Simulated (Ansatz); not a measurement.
**Effective masses and thermopower of monolayer PtSe2**

Here is the system:

```
CELL_PARAMETERS angstrom
      3.93538     0.00000     0.00000
     -1.96769     3.40814     0.00000
      0.00000     0.00000    18.98202
ATOMIC_POSITIONS crystal
  Pt 0.00000 0.00000 0.50000
  Se 0.33333 0.66667 0.56364
  Se 0.66667 0.33333 0.43636
```

Computed with PBE with spin-orbit coupling, rigid bands (plane waves, PAW; Ansatz, a quantum-chemistry and plane-wave program). Condition of this run: biaxial strain +5 % with spin-orbit coupling. Geometry: cell and atoms relaxed with PBE, then loaded as said.

```
Item                                                 Result
----------------------------------------------  -----------
band gap                                            0.98 eV
electron conductivity mass (300 K, dilute)          0.35 mₑ
hole conductivity mass (300 K, dilute)              0.73 mₑ
effective density of states N_c (300 K)         2.6e13 cm⁻²
effective density of states N_v (300 K)         6.5e13 cm⁻²
Seebeck coefficient, n-type 1.9e12 cm⁻², 300 K    -390 μV/K
Seebeck coefficient, p-type 1.9e12 cm⁻², 300 K     471 μV/K
```

Rigid bands; masses and Seebeck coefficients take one relaxation time τ for all states and one kind of carrier; polarons and phonon drag are left out.

Model free-standing layer, not matched to a measured one here: monolayer PtSe2.
